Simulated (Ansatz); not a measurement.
System: AlB2-type HfB2. Method: LDA in Ansatz (PAW).

Run with plane-wave cutoff 520 eV, 24×24×16 k mesh (along the axes of the cell as run), Fermi–Dirac smearing 0.05 eV, scalar-relativistic PAW data made under PBE.

Shape and atoms are relaxed at each volume.

Pressure at four volumes; x = ln(V/9.512 Å³). One pressure is withheld.

```
V (Å³/atom)        x  P (GPa)
-----------  -------  -------
9.132        -0.0408    12.09
9.512         0.0000     0.00
9.702         0.0198    -5.21
9.893         0.0393        ?
```

Problem. Pass a parabola P(x) through the three rows shown, estimate the bulk modulus and its pressure derivative near zero pressure, and predict the withheld pressure.

Solution. Slopes between the rows: (0.00 − (12.09))/(0.0000 − (-0.0408)) = -296.32 and (-5.21 − (0.00))/(0.0198 − (0.0000)) = -263.13 GPa. Their difference over the span 0.0606 is c = 33.19/0.0606 = 547.7 GPa, so P(x) = 12.09 + (-296.32)(x − (-0.0408)) + 547.7 (x − (-0.0408))(x − (0.0000)). At the middle row B = −dP/dx = −[-296.32 + 547.7 × 0.0408] = 274.0 GPa, and B′ = dB/dP = 2c/B = 4.0. At x = 0.0393 the parabola gives -9.92 GPa; the run gives -9.94 GPa. The Birch–Murnaghan fit to the energies at all volumes has B0 = 274 GPa and B′ = 3.9.

Measured, for comparison: bulk modulus 282 GPa (room temperature, no zero-point or thermal correction, hydrostatic curve from radial diffraction; as tabulated in Experimental and computational studies of compression and deformation behavior …). Computed less measured: bulk modulus -2.8 %.

Spin–orbit coupling is not included.

Ansatz is an electronic-structure program.
